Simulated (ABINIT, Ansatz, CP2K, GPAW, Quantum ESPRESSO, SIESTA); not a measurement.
## Code comparison for AlSn (P-6m2, 2 atoms in the cell)

Self-consistent single point, at a second geometry (lattice scaled by 0.98). First geometry:

```
AlSn
1.0
    4.19811     0.00000     0.00000
   -2.09905     3.63567     0.00000
    0.00000     0.00000     3.30685
Al Sn
1 1
Direct
  0.00000   0.00000   0.00000
  0.33333   0.66667   0.50000
```

Shared settings, as Ansatz (an electronic-structure program) writes them: kpoints.mp_grid.grid = 7 7 8; scf.occupations.method = gaussian; scf.occupations.width = 0.1 eV. Potentials and cutoffs stand in the table.

| code | model | ΔF from the first geometry (meV/atom) | pressure (GPa) | cutoff |
|---|---|---|---|---|
| Quantum ESPRESSO | LDA (PZ), GBRV 1.5 ultrasoft (LDA) pseudopotentials | -14.8 | 0.02 | 40 Ry |
| Ansatz | LDA (PW92), PAW files made with PBE | -14.3 | 0.11 | default |
| CP2K | LDA (Pade form), GPW, DZVP-MOLOPT-SR-GTH basis, GTH-PADE potentials (GTH_POTENTIALS) | -17.2 | -0.25 | grid 400 Ry |
| GPAW | LDA (Perdew-Wang 92), GPAW PAW datasets LDA (gpaw-data 1.0.1) | -15.2 | -0.07 | 550 eV |
| ABINIT | LDA (PW92), norm-conserving pseudopotentials (PseudoDojo nc-sr-04 LDA standard) | -14.8 | 0.05 | 72 Ry |
| SIESTA | LDA PW92, numerical atomic orbitals DZP, PseudoDojo LDA standard norm-conserving potentials (rewritten from UPF to PSML) | -10.2 | 0.64 | grid 400 Ry |

The spread over the programs that give each value: ΔF from the first geometry within 7.0 meV/atom; pressure within 0.89 GPa.

CP2K and SIESTA use small atom-centred bases, whose incompleteness enters pressures, forces and empty levels differently from a plane-wave cutoff. Ansatz's pressure is given at a fixed set of plane waves, as the other plane-wave codes print theirs. The same LDA comes in different parametrisations, which differ slightly.

The starting cell comes from a database of computed structures (which also holds hypothetical and non-ambient phases and stackings), without a prior relaxation at this level. For this run, on top of that: lattice scaled by 0.98.

Left out of this page: Elk and FLEUR (not drawn, or without a comparable value).

Keys are those of Ansatz 0.2.
